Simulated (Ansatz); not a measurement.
## Response to strain in CdSe

Base system: CdSe in the zinc blende structure (space group F-43m, No. 216; a = 6.082 Å). Axes: x, y, z lie along the cube axes.

Strains are applied to the cell and any free atomic positions relax; under biaxial strain the out-of-plane vector relaxes too.

Levels (all Ansatz, a quantum-chemistry and plane-wave program, PAW): PBEsol (420 eV, spin-orbit coupling left out); r2SCAN (500 eV, spin-orbit coupling left out); HSE06 (420 eV, no SOC).

Band gaps by level, all at the geometries relaxed with PBEsol:

| case | PBEsol | r2SCAN | HSE06 |
|---|---|---|---|
| base | 0.48 eV | 1.10 eV | 1.55 eV |
| biaxial strain −1.42 %, plane normal [110], relaxed out of plane | 0.45 eV | 1.07 eV | – |
| isotropic strain −0.30 % | 0.50 eV | ? | ? |
| isotropic strain +1.46 % | 0.40 eV | 1.00 eV | ? |

**Question.** What belongs in the blanks?

**Answer.** 
- isotropic strain −0.30 %, r2SCAN: 1.12 eV
- isotropic strain −0.30 %, HSE06: 1.57 eV
- isotropic strain +1.46 %, HSE06: 1.44 eV

Single points use the geometry relaxed with PBEsol. Whether these cells are dynamically stable was not tested.
